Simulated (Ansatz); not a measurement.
**Ansatz (a quantum-chemistry and plane-wave program) run on K (Im-3m, 1 atom in the cell): self-consistent single point**

Level of theory: PBE (plane waves, PAW; Ansatz).

Input as run:

Ansatz 0.2 input:
```yaml
crystal:
  lattice:
    - [-2.65320000, 2.65320000, 2.65320000]
    - [2.65320000, -2.65320000, 2.65320000]
    - [2.65320000, 2.65320000, -2.65320000]
  atoms:
    - { symbol: K, position_ang: [0.00000000, 0.00000000, 0.00000000] }
basis:
  ecutwfc: 420.0
kpoints:
  mp_grid: { grid: [9, 9, 9] }
hamiltonian:
  xc: pbe
  pseudopotentials: { kind: paw }
scf:
  occupations: { method: fermi_dirac, width: 0.1 }
output:
  forces: true
  eigenvalues: true
  stress: true
```

Output, abridged:

```
WARN ansatz: RAYON_NUM_THREADS=1 ignored (pool sized by the plan → 1); use --threads N
Pseudopotentials: kind: paw
Pseudopotential: K, paw, valence charge 9
Crystal: 1 atoms, lattice volume = 74.708 Å³
Basis set: ecut = 420 eV, 1481 PW (Γ), exchange–correlation on 64×64×64 points (8 copies of the dense FFT grid, shifted against one another)
Bands: 9, of which v1, the nominal top of the filled ones, is band 5 counted from 1 (4 counted from 0)
Symmetry: 48 space group operations
Space group: Im-3m (ITA 229), of the structure as read, at distance tolerance 4.2e-5 Å
k-points: 35 of 729
Initial density: superposition of atomic densities (neutral atoms: chi_scale 0, normalization atom), corrected by the library's trained network
Initial wavefunctions: pseudopotential atomic-orbital guess
Eigensolver: davidson
Functional: x = pbe(κ = 0.804, μ = 0.2195149727645171), c = pbe(β = 0.06672455060314922)
SCF iter   1: F=—  HF=-1537.798220 eV  |F-HF|=—  |Δ(HF+E_count)|=         —  Δρ=3.19e-4  dr2=4.16e-5  ethr=1.77e-3  ⟨swp⟩=5.2  Hψ=2288  notcnv=0
all-band conjugate gradients solve this SCF's bands
preconditioner: auto → Kerker (q_TF=auto, 1.917 Å⁻¹)
SCF iter   2: F=—  HF=-1537.798084 eV  |F-HF|=—  |Δ(HF+E_count)|=   1.36e-4  Δρ=2.34e-4  dr2=4.01e-5  ethr=4.62e-7  ⟨swp⟩=2.3  Hψ=774  notcnv=0
SCF iter   3: F=—  HF=-1537.798160 eV  |F-HF|=—  |Δ(HF+E_count)|=   7.64e-5  Δρ=8.59e-5  dr2=6.39e-6  ethr=4.45e-7  ⟨swp⟩=2.1  Hψ=449  notcnv=0
SCF iter   4: F=—  HF=-1537.798179 eV  |F-HF|=—  |Δ(HF+E_count)|=   1.90e-5  Δρ=4.25e-5  dr2=9.84e-7  ethr=7.09e-8  ⟨swp⟩=2.0  Hψ=453  notcnv=0
iter 5 did not close the SCF: its close was put off for the readings that it lacked (scf_convergence_deferred on its scf_iter line)
SCF iter   5: F=-1537.798179 eV  HF=-1537.798179 eV  |F-HF|=7.23e-9  |Δ(HF+E_count)|=   3.57e-8  Δρ=1.04e-5  dr2=7.40e-8  ethr=1.09e-8  ⟨swp⟩=2.5  Hψ=475  notcnv=0
SCF iter   6: F=-1537.798179 eV  HF=-1537.798179 eV  |F-HF|=5.42e-10  |Δ(HF+E_count)|=   7.97e-9  Δρ=1.14e-6  dr2=9.86e-10  ethr=8.22e-10  ⟨swp⟩=2.0  Hψ=1056  notcnv=0
SCF 1 converged in 6 iterations: F = -1537.798179 eV  dr2 = 9.86e-10
SCF converged after 6 iterations
Free energy (F): -1537.798179 eV
Harris-Foulkes:  -1537.798179 eV  (|F-HF|=5.42e-10)
Internal energy: -1537.774545 eV  (E = F + TS)
E sigma→0 (E₀):  -1537.786362 eV
Entropy (-TS):   -0.023634 eV (-23.634 meV/atom)
Fermi energy:    1.704994 eV
--- Per-component energies (eV) ---
  E_band       = -143.489896
  E_kinetic    = 252.189608
  E_local      = -757.983600  (includes V_loc(G=0)·N_el)
  E_nonlocal   = 12.922690
  E_hartree    = 270.650903
  E_xc         = -133.750873
  E_vxc        = -163.029928  (∫ρ·V_xc dr)
  E_paw        = -781.843090  (= ΣΔE_a)
  E_vpaw       = -28.889834  (= ΣTr[D̂ρ^β])
  E_aug_tail   = -0.000003  (compensation charges beyond the density's cutoff)
  E_ewald      = -399.960179
  E_smearing   = -0.023634  (= −TS)
  E_closure    = 0.000000  (closes the sum)
  Σ components = -1537.798179   (vs F -1537.798179, Δ=0.00e0)
--- Forces (eV/Å), atoms counted from 1 ---
  atom   1  K     -0.00000000     0.00000000     0.00000000
  max |Σ_I F_I| component: 3.08e-32 eV/Å
--- Stress (GPa, compression-positive) ---
       -0.040379       0.000000      -0.000000
       -0.000000      -0.040379       0.000000
       -0.000000       0.000000      -0.040379
  P = ⅓ Tr σ = -0.0404 GPa (-0.404 kbar)
  The stress holds the Pulay correction. Without it, at fixed plane waves, as pw.x and ABINIT print it: P = -0.0407 GPa
--- Band table (eV; the first three rows and the last of 35) ---
  k-point 0: bands = ["-30.4405", "-13.8919", "-13.8919", "-13.8919", "-0.4366", "5.9656", "5.9656", "5.9656", "6.8530"]
  k-point 1: bands = ["-30.4400", "-13.8995", "-13.8945", "-13.8919", "-0.2854", "5.7138", "5.7775", "6.0836", "6.6450"]
  k-point 2: bands = ["-30.4389", "-13.9185", "-13.9009", "-13.8919", "0.1565", "4.8705", "5.3985", "6.4315", "6.6517"]
  k-point 34: bands = ["-30.4339", "-13.9379", "-13.9367", "-13.9367", "3.1830", "3.4373", "5.1091", "5.1153", "5.1153"]
```

The run converged in 6 iterations.

The starting cell has typed, rounded lattice constants, without a prior relaxation at this level. Its lattice was rescaled by up to half a per cent. Ansatz's pressure includes its estimate of the finite-basis (Pulay) stress.
